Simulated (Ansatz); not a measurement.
LuN in the zinc blende structure (space group F-43m, No. 216; a hypothetical phase, not in the database extracts checked)

```cif
data_Lu4N4
_chemical_formula_sum 'N4 Lu4'
_space_group_name_H-M_alt 'F-43m'
_space_group_IT_number 216
_space_group_name_Hall 'F -4 2 3'
_cell_length_a 5.07227
_cell_length_b 5.07227
_cell_length_c 5.07227
_cell_angle_alpha 90.000
_cell_angle_beta 90.000
_cell_angle_gamma 90.000
loop_
_atom_site_label
_atom_site_type_symbol
_atom_site_symmetry_multiplicity
_atom_site_Wyckoff_symbol
_atom_site_fract_x
_atom_site_fract_y
_atom_site_fract_z
_atom_site_occupancy
N1 N 4 c 0.25000 0.25000 0.25000 1
Lu1 Lu 4 a 0.00000 0.00000 0.00000 1
```
(The calculation used a cell of 2 atoms; values per cell refer to that cell.)

The values are results of PBEsol/PAW in Ansatz (a quantum-chemistry and plane-wave program), no spin-orbit coupling, not measurements. k-mesh 11×11×11 (Γ-centred); smearing 0.05 eV (Fermi–Dirac).

The volume per atom comes out as 16.31 Å³ and the density is 9.62 g/cm³. The band gap is 2.16 eV, indirect, W → Γ and the electron mass is 0.30 mₑ. The total energy is -7496.594 eV/atom (σ→0; compares only within this code and set-up).

Effective masses come from finite differences of ±0.01 Å⁻¹. Stability against distortions was not tested.
